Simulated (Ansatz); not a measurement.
Quartz-high SiO2 (high-temperature phase), treated with HSE06 (Ansatz, a quantum-chemistry and plane-wave program, PAW).

Run with plane-wave cutoff 460 eV, 6×6×4 k mesh (along the axes of the cell as run), Fermi–Dirac smearing 0.01 eV, scalar-relativistic PAW data made under PBE.

Cell (relaxed with PBEsol):

```
CELL_PARAMETERS angstrom
      5.08088     0.00000     0.00000
     -2.54044     4.40017     0.00000
      0.00000     0.00000     5.55845
ATOMIC_POSITIONS crystal
  Si 0.00000 0.50000 0.33333
  Si 0.50000 0.00000 0.00000
  Si 0.50000 0.50000 0.66667
  O  0.58442 0.79221 0.83333
  O  0.79221 0.58442 0.50000
  O  0.20779 0.79221 0.16667
  O  0.41558 0.20779 0.83333
  O  0.20779 0.41558 0.50000
  O  0.79221 0.20779 0.16667
```

Task: What does this level give for the band gap and smallest direct gap on the k points sampled?

Result: 
band gap: 7.42 eV (indirect)
smallest direct gap on the k points sampled: 7.62 eV

Note: symmetry holds this phase in the static calculation, where it need not be a minimum; held by symmetry at 0 K, a high-temperature phase can be a saddle point; cell and atoms aren't relaxed at this level (largest force component 0.19 eV/Å, pressure -2.4 GPa).

Computed values are for the static lattice.
